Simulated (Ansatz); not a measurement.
# MoS2, response to strain

The reference is MoS₂ in the 3R-MoS2 type structure (space group R3m, No. 160; layered, stacked along the Cartesian z axis).

```
CELL_PARAMETERS angstrom
      1.58770     0.91666     6.19534
     -1.58770     0.91666     6.19534
      0.00000    -1.83332     6.19534
ATOMIC_POSITIONS crystal
  Mo 0.00000 0.00000 0.00000
  S  0.75029 0.75029 0.75029
  S  0.58300 0.58300 0.58300
```

Cartesian axes are those of the cell as printed.

Strains are applied to the cell and any free atomic positions relax; under biaxial strain the out-of-plane vector relaxes too; under stress the whole cell relaxes.

Method: r2SCAN+rVV10/PAW in Ansatz (an electronic-structure program), no spin-orbit coupling, earlier PAW set.

Notes on the quantities. energy relative to the base: free energy F; pressure: mean of the normal stresses, compression positive.

```tsv
change	energy relative to the base	pressure	width of the top valence band	band gap	volume per atom
base	0 meV/atom	0.00 GPa	1.81 eV	1.02 eV	18.03 Å³
biaxial strain −2.91 %, plane normal [001], relaxed out of plane	+29 meV/atom	…	1.62 eV	1.19 eV	17.30 Å³
biaxial strain −2.36 %, plane normal [001], relaxed out of plane	+19 meV/atom	4.88 GPa	1.72 eV	1.15 eV	17.44 Å³
biaxial strain −1.04 %, plane normal [001], relaxed out of plane	+3.6 meV/atom	2.06 GPa	1.77 eV	1.08 eV	17.77 Å³
biaxial strain −0.99 %, plane normal [001], relaxed out of plane	+3.2 meV/atom	…	1.77 eV	1.08 eV	17.78 Å³
biaxial strain −0.54 %, plane normal [001], relaxed out of plane	+1.0 meV/atom	1.05 GPa	1.79 eV	1.06 eV	17.90 Å³
biaxial strain +2.28 %, plane normal [001], relaxed out of plane	+16 meV/atom	-4.06 GPa	1.84 eV	0.55 eV	18.62 Å³
isotropic strain −0.45 %	+0.8 meV/atom	1.06 GPa	1.83 eV	1.01 eV	17.79 Å³
uniaxial strain ε_yy = +2.02 %	+5.1 meV/atom	-1.95 GPa	–	0.83 eV	18.40 Å³
uniaxial stress, 3 GPa compression along x	…	–	–	1.05 eV	17.90 Å³
```

Problem. Complete the table.

Solution. 
- biaxial strain −2.91 %, plane normal [001], relaxed out of plane, pressure: 6.13 GPa
- biaxial strain −0.99 %, plane normal [001], relaxed out of plane, pressure: 1.96 GPa
- uniaxial stress, 3 GPa compression along x, energy relative to the base: +2.2 meV/atom

Stability under load was not tested beyond the relaxation.
